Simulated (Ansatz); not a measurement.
An Ansatz (a program for electronic structure) run: TiPt; Kohn–Sham DFT with the PBEsol functional, run in Ansatz with PAW and 420 eV plane waves, no spin-orbit coupling.

Input:

Ansatz 0.2 input:
```yaml
crystal:
  lattice:
    - [3.1404591205, 0, 0]
    - [0, 3.1404591205, 0]
    - [0, 0, 3.1404591205]
  atoms:
    - { symbol: Ti, position: [0.5, 0.5, 0.5] }
    - { symbol: Pt, position: [0, 0, 0] }
basis: { ecutwfc: 420, ecutrho_ratio: 4, xc_grid: 2, fft_grid_basis: typed }
kpoints: { mp_grid: { grid: [15, 15, 15] } }
hamiltonian:
  xc: pbesol
  dispersion: none
  pseudopotentials: { kind: paw }
scf: { occupations: { method: fermi_dirac, width: 0.05 }, convergence: { dr2_threshold: 0.0000000002 } }
output: { forces: true, stress: true }
```

Output:

```
WARN ansatz: RAYON_NUM_THREADS=2 ignored (pool sized by the plan → 2); use --threads N
Pseudopotentials: kind: paw
Pseudopotential: Ti, paw, valence charge 12
Pseudopotential: Pt, paw, valence charge 18
Functional definition: PBEsol
Crystal: 2 atoms, lattice volume = 30.973 Å³
Basis set: ecut = 420 eV, 619 PW (Γ), exchange–correlation on 48×48×48 points (8 copies of the dense FFT grid, shifted against one another)
Bands: 19, of which v1, the nominal top of the filled ones, is band 15 counted from 1 (14 counted from 0)
Symmetry: 48 space group operations
Space group: Pm-3m (ITA 221), of the structure as read, at distance tolerance 3.1e-5 Å
k-points: 120 of 3375
PAW frozen core: Ti, regenerated for the run's functional, and the local potential with it
PAW frozen core: Pt, regenerated for the run's functional, and the local potential with it
Initial density: superposition of atomic densities (neutral atoms: chi_scale 0, normalization atom), corrected by the library's trained network
Initial wavefunctions: pseudopotential atomic-orbital guess
Eigensolver: davidson
Functional: x = pbesol(κ = 0.804, μ = 0.12345679012345678), c = pbesol(β = 0.046)
SCF iter   1: F=—  HF=-14859.306595 eV  |F-HF|=—  |Δ(HF+E_count)|=         —  Δρ=1.01e-2  dr2=2.81e-2  ethr=1.77e-3  ⟨swp⟩=4.2  Hψ=8914  notcnv=0
all-band conjugate gradients solve this SCF's bands
preconditioner: auto → none
SCF iter   2: F=—  HF=-14859.301154 eV  |F-HF|=—  |Δ(HF+E_count)|=   5.44e-3  Δρ=5.16e-3  dr2=8.19e-3  ethr=9.37e-5  ⟨swp⟩=2.2  Hψ=3894  notcnv=0
SCF iter   3: F=—  HF=-14859.299100 eV  |F-HF|=—  |Δ(HF+E_count)|=   2.05e-3  Δρ=4.21e-4  dr2=5.58e-5  ethr=2.73e-5  ⟨swp⟩=2.1  Hψ=3562  notcnv=0
SCF iter   4: F=—  HF=-14859.299106 eV  |F-HF|=—  |Δ(HF+E_count)|=   5.36e-6  Δρ=1.43e-4  dr2=5.01e-6  ethr=1.86e-7  ⟨swp⟩=2.1  Hψ=3809  notcnv=0
SCF iter   5: F=—  HF=-14859.299102 eV  |F-HF|=—  |Δ(HF+E_count)|=   3.70e-6  Δρ=2.13e-5  dr2=1.03e-7  ethr=1.67e-8  ⟨swp⟩=2.8  Hψ=4071  notcnv=0
SCF iter   6: F=—  HF=-14859.299104 eV  |F-HF|=—  |Δ(HF+E_count)|=   1.68e-6  Δρ=2.11e-6  dr2=1.07e-9  ethr=3.43e-10  ⟨swp⟩=2.0  Hψ=3495  notcnv=0
SCF iter   7: F=-14859.299104 eV  HF=-14859.299104 eV  |F-HF|=1.82e-12  |Δ(HF+E_count)|=  1.38e-10  Δρ=1.50e-7  dr2=4.22e-12  ethr=1.00e-12  ⟨swp⟩=4.0  Hψ=7656  notcnv=0
SCF 1 converged in 7 iterations: F = -14859.299104 eV  dr2 = 4.22e-12
SCF converged after 7 iterations
Free energy (F): -14859.299104 eV
Harris-Foulkes:  -14859.299104 eV  (|F-HF|=1.82e-12)
Internal energy: -14859.278473 eV  (E = F + TS)
E sigma→0 (E₀):  -14859.288788 eV
Entropy (-TS):   -0.020631 eV (-10.315 meV/atom)
Fermi energy:    19.335103 eV
--- Per-component energies (eV) ---
  E_band       = -305.942474
  E_kinetic    = 911.764735
  E_local      = -2351.920937  (includes V_loc(G=0)·N_el)
  E_nonlocal   = 210.249236
  E_hartree    = 905.886179
  E_xc         = -358.713039
  E_vxc        = -426.105448  (∫ρ·V_xc dr)
  E_paw        = -10338.487194  (= ΣΔE_a)
  E_vpaw       = -461.702629  (= ΣTr[D̂ρ^β])
  E_aug_tail   = 0.000294  (compensation charges beyond the density's cutoff)
  E_ewald      = -3838.484113
  E_core_change = 0.426365  (= ΣΔE_core)
  E_smearing   = -0.020631  (= −TS)
  E_closure    = 0.000000  (closes the sum)
  Σ components = -14859.299104   (vs F -14859.299104, Δ=0.00e0)
  [band-id]    e_kinetic+e_local+e_nonlocal+2·e_hartree+e_vxc+e_vpaw+e_augmentation_tail = -305.942390   (vs E_band -305.942474, Δ=8.42e-5)
--- Forces (eV/Å), atoms counted from 1 ---
  atom   1  Ti     0.00000000     0.00000000     0.00000000
  atom   2  Pt     0.00000000    -0.00000000     0.00000000
  max |Σ_I F_I| component: 1.31e-30 eV/Å
--- Stress (GPa, compression-positive) ---
       -0.000080       0.000000       0.000000
        0.000000      -0.000080       0.000000
        0.000000       0.000000      -0.000080
  P = ⅓ Tr σ = -0.0001 GPa (-0.001 kbar)
  The stress holds the Pulay correction. Without it, at fixed plane waves, as pw.x and ABINIT print it: P = -0.0407 GPa
  The stress includes an estimate of the error left by incomplete SCF convergence (largest component -0.0001 GPa).
--- Band table ---
  band table: none
```

Whether these cells are dynamically stable was not tested. All final runs are without spin polarisation. The cell is TiPt in the CsCl type structure (space group Pm-3m, No. 221).
